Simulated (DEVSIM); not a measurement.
Device: W/HfO2/SiO2/p-Si capacitor, at 300 K.

| layer (left to right) | material | thickness (nm) | Na (cm⁻³) |
|---|---|---|---|
| 1 | HfO2 | 6.50 | - |
| 2 | SiO2 | 0.540 | - |
| 3 | Si | 5200 | 2.4e16 |

Metal gate on the left, work function 4.6 eV. Fixed charge at the semiconductor interface 0 cm⁻² (in units of +e); no interface traps.

Constants are typed, rounded textbook-type inputs, not results; the design itself was drawn at random and stands for no fabricated device. Values at 300 K.

| parameter | HfO2 | SiO2 | Si |
|---|---|---|---|
| gap (eV) | 5.7 | 9 | 1.124 |
| affinity (eV) | 2.5 | 0.9 | 4.05 |
| permittivity | 22 | 3.9 | 11.7 |
| Nc (cm⁻³) | - | - | 2.86e19 |
| Nv (cm⁻³) | - | - | 3.1e19 |

Model (solved in DEVSIM): 1D Poisson equation in equilibrium, Boltzmann statistics, complete ionisation; no quantum confinement or tunnelling. Metal contacts follow the ideal Schottky-Mott rule: no Fermi-level pinning, no interface dipoles.

### Question
Tabulate band edges, carrier densities and field at 0.1 V on the gate.

### Answer
Energies count from the Fermi level of the right contact; mesh points crowd at the junctions.

| x (μm) | Ec (eV) | Ev (eV) | n (cm⁻³) | p (cm⁻³) | field (V/cm) |
|---|---|---|---|---|---|
| 0.000 | 2.000 | -3.700 | < 1e2 | < 1e2 | 30000 |
| 0.001310 | 2.004 | -3.696 | < 1e2 | < 1e2 | 30000 |
| 0.003464 | 2.010 | -3.689 | < 1e2 | < 1e2 | 30000 |
| 0.005492 | 2.017 | -3.683 | < 1e2 | < 1e2 | 30000 |
| 0.006770 | 3.624 | -5.376 | < 1e2 | < 1e2 | 170000 |
| 0.007622 | 0.482 | -0.642 | 2.3e11 | 5.1e8 | 57000 |
| 0.009945 | 0.495 | -0.629 | 1.4e11 | 8.4e8 | 56000 |
| 0.01875 | 0.543 | -0.581 | 2.2e10 | 5.3e9 | 52000 |
| 0.03590 | 0.627 | -0.497 | 8.3e8 | 1.4e11 | 46000 |
| 0.07592 | 0.782 | -0.342 | 2100000 | 5.5e13 | 31000 |
| 0.1693 | 0.928 | -0.196 | 7500 | 1.6e16 | 4000 |
| 0.5231 | 0.939 | -0.185 | 4800 | 2.4e16 | ≈ 0 |
| 1.212 | 0.939 | -0.185 | 4800 | 2.4e16 | ≈ 0 |
| 2.777 | 0.939 | -0.185 | 4800 | 2.4e16 | ≈ 0 |
| 4.414 | 0.939 | -0.185 | 4800 | 2.4e16 | ≈ 0 |
| 4.868 | 0.939 | -0.185 | 4800 | 2.4e16 | ≈ 0 |
| 5.067 | 0.939 | -0.185 | 4800 | 2.4e16 | ≈ 0 |
| 5.148 | 0.939 | -0.185 | 4800 | 2.4e16 | ≈ 0 |
| 5.188 | 0.939 | -0.185 | 4800 | 2.4e16 | ≈ 0 |
| 5.200 | 0.939 | -0.185 | 4800 | 2.4e16 | ≈ 0 |
| 5.205 | 0.939 | -0.185 | 4800 | 2.4e16 | ≈ 0 |
| 5.207 | 0.939 | -0.185 | 4800 | 2.4e16 | ≈ 0 |
